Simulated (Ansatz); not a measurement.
**A computed series for TiSe2: pressure series**

Base system: TiSe2 in the CdI2 type structure (space group P-3m1, No. 164; layered, stacked along the Cartesian z axis).

```xyz
3
Lattice="3.4810 0.0000 0.0000 -1.7405 3.0147 0.0000 0.0000 0.0000 5.8719" Properties=species:S:1:pos:R:3 pbc="T T T"
Ti     0.0000     0.0000     0.0000
Se     1.7405     1.0049     1.5540
Se     0.0000     2.0098     4.3179
```

Cell and atoms are relaxed at each pressure.

The values are results of Ansatz (a program for electronic structure) PBE-D3(BJ), no SOC, not measurements.

```csv
change,density,shortest interatomic distance,c/a ratio
base,5.55 g/cm³,2.540 Å,1.687
pressure −2 GPa,5.16 g/cm³,2.557 Å,1.754
pressure −1 GPa,5.39 g/cm³,2.548 Å,1.705
pressure 1.8 GPa,5.76 g/cm³,2.528 Å,1.670
pressure 4.2 GPa,5.98 g/cm³,2.514 Å,1.660
pressure 9 GPa,6.35 g/cm³,2.489 Å,1.657
pressure 18 GPa,6.89 g/cm³,2.452 Å,1.668
pressure 30 GPa,7.46 g/cm³,2.415 Å,1.689
pressure 45 GPa,8.04 g/cm³,2.378 Å,1.716
pressure 60 GPa,…,…,…
```

### Question
What belongs in the blanks?

### Answer

- pressure 60 GPa, density: 8.53 g/cm³
- pressure 60 GPa, shortest interatomic distance: 2.349 Å
- pressure 60 GPa, c/a ratio: 1.739

Load acts through the strain it causes; cell and atoms are relaxed under it. Stability against distortions was not tested. Competing high-pressure phases were not computed. All final runs are without spin polarisation.
